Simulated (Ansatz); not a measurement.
## How the lattice constant a of W2C (model structure, started from the Fe2P type, P-62m, No. 189, 9 atoms in the cell) moves with the method

No measured value is used here.

```tsv
level (code)	value (Å)
PBE (Ansatz)	[?]
PBEsol (Ansatz)	6.399
PBE-D3(BJ) (Ansatz)	6.412
```

Task: Some entries are withheld; supply them.

Result: 
- PBE (Ansatz, a program for electronic structure), value (Å): 6.461

Density-functional levels without +SOC have no spin–orbit coupling. Ansatz's density-functional and Hartree–Fock values are scalar-relativistic unless marked +SOC, with PAW data made under PBE.

A model structure was made by putting elements into a prototype or built by hand; it is no filed structure, need not be a known phase, and can be a saddle point held by its symmetry.
